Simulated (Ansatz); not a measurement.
Functionals compared on O on the 1x1 (0001) surface of hcp Ti, one in a 2x2 cell, started at the site 'hollow Ti-Ti-Ti', in Ansatz (plane waves, PAW). The structure was relaxed with PBE; the other rows are single points on it, each with its references at the same level. Cutoff 420 eV (500 eV for r2SCAN).

Set-up: 17 atoms, 6.8 Å thick at the start under the adsorbate (thin: gaps and levels are the slab's own); mesh 6x6x1; 0.1 eV smearing; dipole correction on; 8 atoms held, the rest relaxed; held to the start's symmetry, so lower structures may exist; no spin, no spin-orbit, no U, no dispersion correction. At the end it is bonded to 3 Ti. In PBE it is, or lies within 0.03 eV of, the lowest of the starts that converged. These notes are the PBE run's. Adsorption energies are against ½ O2(g). A negative adsorption energy means that the adsorbate is more stable on the surface than in its reference.

| functional | adsorption energy (eV) | work function of the top face (eV) | change of the work function (eV) | rough cost of the single point |
|---|---|---|---|---|
| PBE | -5.87 | 4.22 | -0.17 | – |
| RPBE | -5.61 | 4.09 | -0.20 | around 60 core-seconds (rough) |
| r2SCAN | ? | ? | ? | very roughly 2.4 core-minutes |

Some entries are withheld; supply them.


- r2SCAN, adsorption energy (eV): -6.37
- r2SCAN, work function of the top face (eV): 4.29
- r2SCAN, change of the work function (eV): -0.24

Ansatz is a quantum-chemistry and plane-wave program.
